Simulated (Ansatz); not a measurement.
The parent structure is Ga₂O₃ in the corundum structure (space group R-3c, No. 167; a = 5.000 Å, c = 13.449 Å (hexagonal axes)).

The values are results of PBEsol (Ansatz, a quantum-chemistry and plane-wave program), no SOC, not measurements.

One change was made to it. Results:

```csv
quantity,base,after
density,6.41 g/cm³,6.54 g/cm³
smallest direct gap,2.95 eV,3.17 eV
```

Problem. Which of these changes matches the shifts?
A. pressure 22.5 GPa
B. pressure 4.5 GPa
C. pressure 2.1 GPa
D. pressure 15 GPa
E. pressure −1 GPa

Solution. B, pressure 4.5 GPa. For comparison, the smallest direct gap in the other runs: pressure −1 GPa gives 2.90 eV; pressure 2.1 GPa gives 3.06 eV; pressure 15 GPa gives 3.63 eV; pressure 22.5 GPa gives 3.92 eV.

Load acts through the strain it causes; cell and atoms are relaxed under it. No phonon test of stability was made. Competing high-pressure phases were not computed.
